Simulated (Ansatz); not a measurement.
The parent structure is HgSe in the zinc blende structure (space group F-43m, No. 216; a = 6.133 Å).

Calculations: DFT with PBEsol, PAW potentials and a 420 eV plane-wave cutoff in Ansatz (a first-principles code), spin-orbit coupling left out.

For the base:

* **Volume per atom**: 28.83 Å³

One thing is altered: cell and atoms relaxed at a pressure of 9 GPa.

Q: Estimate the effect on the volume per atom.

A: The volume per atom drops by 3.43 Å³ (28.83 Å³ → 25.40 Å³).

The mesh was chosen for an insulator and is coarse for the gapless case. Load acts through the strain it causes; cell and atoms are relaxed under it. Stability against distortions was not tested. Tetrahedral semiconductors of this kind turn to denser phases somewhere between about 1 and 50 GPa; those were not computed, so compressed cells here can lie past the real transition. All final runs are without spin polarisation.
